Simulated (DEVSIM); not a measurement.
Structure: abrupt GaAs n-p junction, at 300 K.

Layer 1 from the left is GaAs, thickness (μm) 1.70, Nd (cm⁻³) 4.8e16, τn (s) 2e-9, τp (s) 2e-9. Layer 2 from the left is GaAs, thickness (μm) 25.0, Na (cm⁻³) 1.7e16, τn (s) 2e-9, τp (s) 2e-9.

Left contact: ohmic. Right contact: ohmic. Voltage is applied to the left contact. Recombination: SRH at mid-gap, radiative, Auger. Mobility is μmin + (μ − μmin)/(1 + (N/Nref)^α).

This is a model device: material constants are rounded textbook-type values typed into the input, and sizes, dopings and lifetimes were drawn at random. Values at 300 K.

GaAs: gap (eV) 1.424, affinity (eV) 4.07, permittivity 12.9, Nc (cm⁻³) 4.7e17, Nv (cm⁻³) 9e18, μn (cm²/Vs) 8500, μp (cm²/Vs) 400, μn,min 500, μp,min 20, Nref,n 6e16, Nref,p 1.5e17, αn 0.39, αp 0.38, B (cm³/s) 2e-10, Cn (cm⁶/s) 1e-30, Cp (cm⁶/s) 1e-30.

Estimate by hand the built-in potential, the peak field at zero bias, the capacitance at 1.5 V, and compare with a numerical solution.


- Built-in potential: ni = √(Nc Nv) exp(−Eg/2kT) = 2250000 cm⁻³ with Eg = 1.424 eV; Vbi = kT/q ln(Na Nd/ni²) = 1.203 V; numerical 1.203 V.
- Peak field at zero bias: depletion approximation: W = √(2εVbi/(qN)) = 0.370 μm with N = 1.26e16 cm⁻³; field = 2Vbi/W = 65100 V/cm; numerical 63700 V/cm (estimate above by 2.2 %).
- Capacitance at 1.5 V: C = √(qεN / 2(Vbi + |V|)) = 20.6 nF/cm²; numerical 20.8 nF/cm² (estimate below by 0.98 %).

Model (solved in DEVSIM): 1D drift-diffusion, Boltzmann statistics, complete ionisation; no tunnelling, impact ionisation, image-force lowering or self-heating.
